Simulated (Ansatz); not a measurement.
Defect: interstitial Na in cuprite, charge state +1. Method: PBE, PAW (plane waves to 420 eV; Ansatz, a first-principles code).

Cell of 48 host sites held at the relaxed PBE lattice; one k-point at (0.250, 0.250, 0.250); Fermi-Dirac width 0.05 eV, spin-restricted; finite-size errors left in. No zero-point or tunnelling terms. PBE gaps are too small, and in this host the defect's levels may merge with the bands. The charge state is imposed; whether it is stable for some Fermi level was not computed. Sites that were not tried may lie lower.

Barriers: single points on a 2×2×2 k-point mesh shifted by half a step at the bands' geometries.

Relaxed starting cell (atoms counted from 1):

```xyz
49
Lattice="8.5973 0.0000 0.0000 0.0000 8.5973 0.0000 0.0000 0.0000 8.5973" Properties=species:S:1:pos:R:3 pbc="T T T"
O      0.0422    -0.0110     0.0186
O     -0.0048     0.0425     4.2846
O     -0.0301     4.2906    -0.0957
O      0.0697     4.2618     4.2186
O      4.2955    -0.0287    -0.0190
O      4.3075     0.0289     4.3316
O      4.3190     4.2872     0.0769
O      4.1774     4.2422     4.3449
O      2.1151     2.1768     2.2269
O      2.2024     2.1589     6.4056
O      2.1244     6.4299     2.1313
O      2.1559     6.4008     6.4482
O      6.3819     2.1868     2.1358
O      6.5321     2.1843     6.4708
O      6.4715     6.4830     2.1801
O      6.4092     6.4507     6.3767
Cu     3.2571     0.9048     3.0443
Cu     3.2312     1.0536     7.4953
Cu     3.3497     5.5178     3.2207
Cu     3.2418     5.3278     7.5401
Cu     7.5149     1.1356     3.2038
Cu     7.5847     1.0672     7.5233
Cu     7.5651     5.3803     3.2142
Cu     7.5118     5.3901     7.4362
Cu     0.4548     3.2688     2.5007
Cu     1.1064     3.1993     7.4965
Cu     1.0778     7.5322     3.2285
Cu     1.0996     7.4951     7.5292
Cu     5.3154     3.2348     3.2592
Cu     5.5506     3.2398     7.6962
Cu     5.3814     7.5419     3.2611
Cu     5.3689     7.5111     7.4920
Cu     3.1972     3.2183     1.1212
Cu     3.8884     3.2006     6.0391
Cu     3.2060     7.5084     1.0625
Cu     3.2140     7.5134     5.3708
Cu     7.3386     3.2457     0.8974
Cu     7.5526     3.2509     5.3226
Cu     7.5397     7.5360     1.0842
Cu     7.5081     7.5382     5.3295
Cu     1.0932     1.0755     1.1181
Cu     1.0713     0.8766     5.5794
Cu     1.0442     5.3598     1.0252
Cu     0.9098     5.5370     5.3414
Cu     5.3455     1.0539     1.0782
Cu     5.4051     1.1131     5.4063
Cu     5.3773     5.4077     1.1229
Cu     5.2957     5.3550     5.3477
Na     2.1089     3.1633     4.3279
```
Cell charge +1.

End state 1 differs by these moves (Å; atoms that move under 0.08 Å are left out):

```csv
atom,element,Δx,Δy,Δz
2,O,0.06,0.09,0.06
8,O,0.10,0.07,-0.07
11,O,0.00,0.10,0.01
13,O,0.10,-0.01,-0.01
17,Cu,0.15,0.15,0.01
19,Cu,-0.17,-0.13,-0.03
21,Cu,-0.13,-0.18,0.01
25,Cu,0.59,0.59,0.01
28,Cu,-0.02,-0.14,0.16
30,Cu,-0.15,-0.03,-0.16
34,Cu,-0.45,0.05,-0.47
37,Cu,0.21,0.02,0.13
38,Cu,-0.19,0.14,0.03
40,Cu,0.04,0.08,0.03
42,Cu,0.03,-0.45,0.46
43,Cu,0.02,0.20,-0.13
44,Cu,0.14,-0.19,-0.02
48,Cu,0.07,0.05,-0.03
49,Na,-0.97,-0.97,0.00
```

**Question.** What is the computed forward and backward barriers to end state 1 (PBE, PAW)?

**Answer.** forward 0.074 eV, backward 0.074 eV; at the saddle point atom 49 has neighbours Cu at 2.48, Cu at 2.57, Cu at 2.58, Cu at 2.80; O at 2.26, 2 O at 2.29, O at 2.93 Å. The program found a first-order saddle point.

End state 2 differs by these moves (Å; atoms that move under 0.08 Å are left out):

```tsv
atom	element	Δx	Δy	Δz
4	O	-0.02	0.07	0.08
6	O	0.00	-0.10	0.00
7	O	0.00	-0.01	-0.11
9	O	0.05	-0.04	-0.05
12	O	-0.06	-0.07	-0.06
17	Cu	-0.01	0.16	0.23
19	Cu	0.04	-0.12	-0.18
20	Cu	-0.02	0.17	0.12
25	Cu	0.42	-0.06	0.51
26	Cu	-0.02	-0.14	0.19
30	Cu	-0.13	-0.05	-0.20
31	Cu	-0.02	-0.06	-0.06
34	Cu	0.05	-0.60	-0.63
37	Cu	0.17	0.00	0.15
40	Cu	-0.16	0.16	0.04
42	Cu	0.05	0.23	-0.18
44	Cu	-0.51	0.49	0.01
46	Cu	0.14	-0.22	-0.02
47	Cu	0.01	-0.05	-0.07
49	Na	0.01	1.10	0.98
```

**Question.** Give the forward and backward barriers to end state 2 at the level PBE, PAW.

**Answer.** forward 0.074 eV, backward 0.074 eV; at the saddle point atom 49 has neighbours Cu at 2.48, Cu at 2.57, Cu at 2.58, Cu at 2.80; O at 2.26, 2 O at 2.29, O at 2.90 Å. The program found a first-order saddle point.
